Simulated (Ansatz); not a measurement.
Seebeck coefficient (μV/K, mean over directions) of p-type NaCl (Fm-3m) against carrier density, PBEsol, rigid bands in Ansatz (a program for electronic structure). Computed gap 5.01 eV; densities at which minority carriers matter at this gap, or further valleys turn the trend, are left out. Conductivity mass 3.1 mₑ (harmonic mean over directions), N_v = 4.9e20 cm⁻³ at 300 K.

```
hole density       300 K       500 K
------------  ----------  ----------
1e16 cm⁻³           1146        1218
1e17 cm⁻³            947        1019
1e18 cm⁻³            749         821
3e18 cm⁻³            654         726
1e19 cm⁻³            551  (withheld)
3e19 cm⁻³     (withheld)  (withheld)
1e20 cm⁻³            354         425
3e20 cm⁻³            263         332
1e21 cm⁻³            170         234
```

Task: Some entries are withheld; supply them.

Result: 
- 1e19 cm⁻³, 500 K: 622
- 3e19 cm⁻³, 300 K: 456
- 3e19 cm⁻³, 500 K: 528

Rigid bands with a gap fixed in temperature, one relaxation time for all states, no polarons or phonon drag, and whether or not such doping can be reached. Spin-orbit coupling is left out; where it splits the top of the valence band, N_v and the p-type Seebeck coefficient come out somewhat high without it.
